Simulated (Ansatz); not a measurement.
Ansatz (a quantum-chemistry and plane-wave program) run on Cu₃Sn (Fm-3m, 4 atoms in the cell): zone-centre phonon calculation.

Level of theory: LDA (PW92), default PAW files made with PBE (plane waves; Ansatz).

```
CELL_PARAMETERS angstrom
      0.00000     3.08303     3.08303
      3.08303     0.00000     3.08303
      3.08303     3.08303     0.00000
ATOMIC_POSITIONS crystal
  Cu 0.50000 0.50000 0.50000
  Cu 0.75000 0.75000 0.75000
  Cu 0.25000 0.25000 0.25000
  Sn 0.00000 0.00000 0.00000
```

Reference input (self-consistent single point, DFT, PBEsol, plane waves, default PAW files made with PBE): basis.ecutwfc = 30.9 Ry; kpoints.mp_grid.grid = 6 6 6; hamiltonian.xc = pbesol; hamiltonian.pseudopotentials = {kind: paw} (the program's default PAW files); scf.occupations.method = cold; scf.occupations.width = 0.0073 Ry. This run's input differs from it in these lines:

Ansatz 0.2 input:
```diff
@@ -17,3 +17,3 @@
 hamiltonian:
-  xc: pbesol
+  xc: lda
   pseudopotentials:
@@ -24,6 +24,6 @@
     width: 0.0073 Ry
-output:
-  forces: true
-  eigenvalues: true
-  stress: true
+  convergence:
+    dr2_threshold: 1.0e-04 eV
+phonons:
+  method: dfpt
```

The program printed (abridged):

```
SCF iter   1: F=—  HF=-25546.253077 eV  |F-HF|=—  |Δ(HF+E_count)|=         —  Δρ=1.79e-2  dr2=8.41e-2  ethr=1.77e-3  ⟨swp⟩=6.3  Hψ=4794  notcnv=0  defer=4
all-band conjugate gradients solve this SCF's bands
preconditioner: auto → none
SCF iter   2: F=—  HF=-25546.232688 eV  |F-HF|=—  |Δ(HF+E_count)|=   2.04e-2  S|Δr|=    0.00e0  Δρ=2.87e-3  dr2=3.51e-3  ethr=1.18e-4  ⟨swp⟩=2.5  Hψ=2487  notcnv=0  defer=66
SCF iter   3: F=—  HF=-25546.231513 eV  |F-HF|=—  |Δ(HF+E_count)|=   1.18e-3  S|Δr|=    0.00e0  Δρ=1.84e-3  dr2=7.78e-4  ethr=4.94e-6  ⟨swp⟩=2.0  Hψ=1764  notcnv=0  defer=66
SCF iter   4: F=—  HF=-25546.231474 eV  |F-HF|=—  |Δ(HF+E_count)|=   3.92e-5  S|Δr|=    0.00e0  Δρ=3.55e-4  dr2=3.07e-5  ethr=1.41e-7  ⟨swp⟩=12.9  Hψ=12944  notcnv=0
SCF iter   5: F=-25546.231467 eV  HF=-25546.231469 eV  |F-HF|=2.81e-6  |Δ(HF+E_count)|=   4.12e-6  S|Δr|=    0.00e0  Δρ=7.56e-5  dr2=1.86e-6  ethr=4.33e-8  ⟨swp⟩=11.4  Hψ=11307  notcnv=0
SCF 1 converged in 5 iterations: F = -25546.231467 eV  dr2 = 1.86e-6
DFPT response loops at Γ: preconditioner auto → Kerker (q_TF=auto, 2.817 Å⁻¹) (partly filled bands, converged f_vac=0.000) …
Stability not checked (fill_not_monotonic)
Free energy (F): -25546.231467 eV
Internal energy: -25546.231502 eV  (E = F + TS)
E sigma→0 (E₀):  -25546.231479 eV
Entropy (-TS):   0.000036 eV (0.009 meV/atom)
Fermi energy:    15.174684 eV
   [... lines left out ...]
  ASR residual: 3.574e-2 → 0.000e0 eV/Å²; symmetrization residual: 4.696e-7 eV/Å²
  ASR residual per site (eV/Å²): 3.57e-2 1.46e-2 1.46e-2 1.21e-2
  Γ frequencies (cm⁻¹): 0.00 0.00 0.00 79.95 79.95 79.95 90.04 90.04 90.04 155.45 155.45 155.45
  non-analytic LO–TO correction: not included (Born effective charges unavailable; polar crystals: no LO–TO splitting at Γ)
```

The run converged in 5 iterations. 

Summary of the result:
| Item | Result |
|---|---|
| Free energy E − TS (on the zero of these files) | -25546.2315 eV |
| Fermi level (on the code's own zero) | 15.17 eV |
| Zone-centre frequencies (cm⁻¹; negative means imaginary) | 0, 0, 0, 80, 80, 80, 90, 90, 90, 155, 155, 155 |

The starting cell comes from a database of computed structures (which also holds hypothetical and non-ambient phases and stackings), without a prior relaxation at this level. Spin polarisation is off.

Cost on one core of a shared machine: roughly 30 s.
